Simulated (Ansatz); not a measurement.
Start from Ti in the hcp (Mg type) structure (space group P6_3/mmc, No. 194; a = 2.936 Å, c = 4.640 Å; relaxed with 0.1 eV smearing). Axes: x lies along a and z along c of the hexagonal cell.

Method: r2SCAN, PAW, 500 eV (Ansatz, a quantum-chemistry and plane-wave program; scalar-relativistic without spin-orbit coupling).

Strains are applied to the cell and any free atomic positions relax.

One change was made to it. Results:

```tsv
quantity	base	after
energy relative to the base (free energy F)	0 meV/atom	+0.8 meV/atom
shortest interatomic distance	5.430 bohr	5.392 bohr
```

### Question
Name the change that was made.
A) tensor shear ε_xz = +1.71 %
B) tensor shear ε_xz = +0.29 %
C) tensor shear ε_xz = +1.43 %
D) tensor shear ε_xz = +0.86 %

### Answer
D, tensor shear ε_xz = +0.86 %. For comparison, the shortest interatomic distance in the other runs: tensor shear ε_xz = +1.71 % gives 5.354 bohr; tensor shear ε_xz = +1.43 % gives 5.366 bohr; tensor shear ε_xz = +0.29 % gives 5.417 bohr.

No phonon test of stability was made. All final runs are without spin polarisation.
